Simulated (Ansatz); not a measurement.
## A computed series for GaAs: response to strain

Base system: GaAs in the zinc blende structure (space group F-43m, No. 216; a = 5.6667 Å). Axes: x, y, z lie along the cube axes.

Strains are applied to the cell and any free atomic positions relax; under biaxial strain the out-of-plane vector relaxes too.

The values are results of r2SCAN/PAW in Ansatz (a first-principles code), no spin-orbit coupling, not measurements.

Notes on the quantities. energy relative to the base: free energy F.

| biaxial strain, plane normal [111], relaxed out of plane (%) | energy relative to the base (meV/atom) |
|---|---|
| -2.5 | 16.2 |
| -2.08 | 11.1 |
| -1.67 | ? |
| -1.25 | 3.9 |
| -0.83 | 1.7 |
| -0.42 | 0.4 |
| 0 | 0.0 |

**Question.** Fit ΔE = Aε² + Bε³ (ε in %) to the rows shown and predict the withheld row.

**Answer.** Least squares on the printed values gives A = 2.41 and B = -0.074 meV/atom (largest residual 0.0 meV/atom); this predicts 7.1 meV/atom, and the run gives 7.1 meV/atom, in agreement.

Whether these cells are dynamically stable was not tested.
